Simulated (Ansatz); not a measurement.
Electronic density of states of amorphous Al₂₀O₂₄F₁₂, density 3.07 g/cm³, on a 2×2×2 Γ-centred mesh with a Gaussian width of 0.1 eV; energies count from the Fermi level, whose place inside the gap is arbitrary. Cell and mesh are small, so fine structure isn't converged. Level of theory: PBE, scalar-relativistic without spin-orbit coupling (plane waves to 420 eV, PAW; Ansatz, a program for electronic structure). Sampling: a 2×2×2 Γ-centred mesh; Fermi-Dirac width 0.02 eV; no spin polarisation. At PBE the levels at the filled edge of the gap are localised (band-tail or defect states), and the nearest spread-out levels lie 4.6 eV apart at the zone centre.

A CHGNet melt-quench gave the starting glass, which DFT then relaxed. O and F atoms were pushed apart under 1.9 Å during the dynamics, to hinder bonds among them. The hot cell started wider than the set density and was brought back towards it in steps. It is the lowest in DFT energy of 2 quenches. It is a model cell: composition and starting density were chosen by hand, and all elements were melted together. No dispersion term was used. Its density started from a set value of 2.99 and ended at 3.07 g/cm³. The simulated quench (nominally 280 K/ps over its main leg) is rapid and tends to freeze in more defects than a deposited or slowly cooled glass has. One small periodic cell is one sample of the glass; other quenches scatter about these values. The volume was free in the relaxation, at fixed shape. Stress components on the final sampling reach 2.1 GPa.

(E - EF (eV), states/(eV atom)): (-12.00, 0.00); (-11.90, 0.00); (-11.80, 0.00); (-11.70, 0.00); (-11.60, 0.00); (-11.50, 0.00); (-11.40, 0.00); (-11.30, 0.00); (-11.20, 0.00); (-11.10, 0.00); (-11.00, 0.00); (-10.90, 0.00); (-10.80, 0.00); (-10.70, 0.00); (-10.60, 0.00); (-10.50, 0.00); (-10.40, 0.00); (-10.30, 0.00); (-10.20, 0.00); (-10.10, 0.00); (-10.00, 0.00); (-9.90, 0.00); (-9.80, 0.00); (-9.70, 0.00); (-9.60, 0.02); (-9.50, 0.12); (-9.40, 0.22); (-9.30, 0.22); (-9.20, 0.20); (-9.10, 0.32); (-9.00, 0.42); (-8.90, 0.36); (-8.80, 0.20); (-8.70, 0.12); (-8.60, 0.19); (-8.50, 0.16); (-8.40, 0.13); (-8.30, 0.19); (-8.20, 0.29); (-8.10, 0.39); (-8.00, 0.41); (-7.90, 0.35); (-7.80, 0.39); (-7.70, 0.50); (-7.60, 0.52); (-7.50, 0.53); (-7.40, 0.61); (-7.30, 0.62); (-7.20, 0.62); (-7.10, 0.63); (-7.00, 0.66); (-6.90, 0.68); (-6.80, 0.64); (-6.70, 0.60); (-6.60, 0.65); (-6.50, 0.64); (-6.40, 0.61); (-6.30, 0.67); (-6.20, 0.68); (-6.10, 0.65); (-6.00, 0.62); (-5.90, 0.67); (-5.80, 0.70); (-5.70, 0.69); (-5.60, 0.64); (-5.50, 0.61); (-5.40, 0.63); (-5.30, 0.67); (-5.20, 0.73); (-5.10, 0.72); (-5.00, 0.68); (-4.90, 0.64); (-4.80, 0.63); (-4.70, 0.66); (-4.60, 0.63); (-4.50, 0.59); (-4.40, 0.68); (-4.30, 0.73); (-4.20, 0.67); (-4.10, 0.68); (-4.00, 0.76); (-3.90, 0.75); (-3.80, 0.77); (-3.70, 0.75); (-3.60, 0.69); (-3.50, 0.62); (-3.40, 0.61); (-3.30, 0.56); (-3.20, 0.53); (-3.10, 0.57); (-3.00, 0.54); (-2.90, 0.53); (-2.80, 0.61); (-2.70, 0.61); (-2.60, 0.44); (-2.50, 0.29); (-2.40, 0.10); (-2.30, 0.01); (-2.20, 0.01); (-2.10, 0.08); (-2.00, 0.16); (-1.90, 0.09); (-1.80, 0.01); (-1.70, 0.00); (-1.60, 0.00); (-1.50, 0.00); (-1.40, 0.00); (-1.30, 0.00); (-1.20, 0.00); (-1.10, 0.00); (-1.00, 0.00); (-0.90, 0.00); (-0.80, 0.00); (-0.70, 0.00); (-0.60, 0.00); (-0.50, 0.00); (-0.40, 0.00); (-0.30, 0.00); (-0.20, 0.00); (-0.10, 0.00); (0.00, 0.00); (0.10, 0.00); (0.20, 0.00); (0.30, 0.00); (0.40, 0.00); (0.50, 0.00); (0.60, 0.00); (0.70, 0.00); (0.80, 0.00); (0.90, 0.00); (1.00, 0.00); (1.10, 0.00); (1.20, 0.00); (1.30, 0.00); (1.40, 0.00); (1.50, 0.00); (1.60, 0.00); (1.70, 0.00); (1.80, 0.01); (1.90, 0.02); (2.00, 0.02); (2.10, 0.00); (2.20, 0.00); (2.30, 0.00); (2.40, 0.00); (2.50, 0.00); (2.60, 0.01); (2.70, 0.06); (2.80, 0.05); (2.90, 0.02); (3.00, 0.03); (3.10, 0.05); (3.20, 0.07); (3.30, 0.07); (3.40, 0.04); (3.50, 0.04); (3.60, 0.10); (3.70, 0.09); (3.80, 0.06); (3.90, 0.09); (4.00, 0.09); (4.10, 0.06); (4.20, 0.06); (4.30, 0.08); (4.40, 0.09); (4.50, 0.09); (4.60, 0.10); (4.70, 0.16); (4.80, 0.15); (4.90, 0.18); (5.00, 0.19); (5.10, 0.21); (5.20, 0.25); (5.30, 0.28); (5.40, 0.27); (5.50, 0.26); (5.60, 0.27); (5.70, 0.27); (5.80, 0.30); (5.90, 0.35); (6.00, 0.32); (6.10, 0.27); (6.20, 0.26); (6.30, 0.32); (6.40, 0.37); (6.50, 0.35); (6.60, 0.39); (6.70, 0.49); (6.80, 0.49); (6.90, 0.39); (7.00, 0.31)

The level gap on this mesh is 3.88 eV; the broadening fills part of it in the curve.
